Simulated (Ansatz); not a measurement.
## Si₇Ge at 2060 K

System: composition Si7Ge, cell Si56Ge8, held well above this temperature first [in the run: it was liquid; mean temperature 2035 K (target 2060 K); density 2.80 g/cm³].

Level of theory: PBE (plane waves, PAW; Ansatz, a quantum-chemistry and plane-wave program).

```yaml
number_of_atoms: 64
time_step: 2.0 fs; target pressure 0 GPa
sampled_time: 6.3 ps (NVE); in preparation the cell's shape was held
plane_wave_cutoff: 420 eV
k-points: one point, (1/4, 1/4, 1/4)
Fermi-Dirac width: 0.177 eV
spin: not polarised; no spin-orbit coupling
```

| Property | Result |
|---|---|
| mean temperature | 2035 ± 10 K |
| mean pressure | 0.20 ± 0.09 GPa |
| volume per atom | 20.0 Å³ |
| density | 2.80 g/cm³ |
| first peak of g(Ge-Si) | 2.59 Å, height 1.8 |
| first minimum of g(Ge-Si) | near 3.4 Å |
| first peak of g(Si-Si) | 2.44 Å, height 2.2 |
| first minimum of g(Si-Si) | near 3.3 Å |
| coordination of Si (bonds up to Ge-Si 3.38, Si-Si 3.34 Å) | 7.3 (7-fold 29 %, 8-fold 25 %, 6-fold 19 %) |
| Si-Si-Si angle | mean 97°, spread 33°, most frequent near 52° |
| Ge-Si-Si angle | mean 100°, spread 33°, most frequent near 88° |
| Si-Ge-Si angle | mean 97°, spread 34°, most frequent near 50° |
| Ge-Ge-Si angle | mean 101°, spread 33°, most frequent near 94° |
| state | all species diffuse (liquid) |
| diffusion coefficient of Si (no finite-size correction) | 27 × 10⁻⁵ cm²/s (± 1) |
| mean vibrational (phonon) frequency | 4.6 THz |

Preparation at the same level, by Langevin dynamics: ease 0.15 ps at 1402 K; melt 0.77 ps at 2805 K, volume free at 4 GPa; cool 0.26 ps from 2805 to 2060 K (2800 K/ps); cool 0.68 ps at 2060 K, volume free; settle 1.71 ps at 2060 K, volume free; hold 0.37 ps at 2060 K. The atoms began on random sites, so units and networks may differ from a laboratory melt's. Atoms moved only 3.8 Å² (mean square) in the hot stage, so mixing may be incomplete. On the run's last frame a denser k-mesh moved the forces by 0.092 eV/Å rms, the static pressure by 0.11 GPa and the free energy by 11 meV/atom, which is about how far such values are converged. Warnings of the run: stress scf threshold loose, symmetry auto disabled.

The run lasts picoseconds, in a cell of about a nanometre.
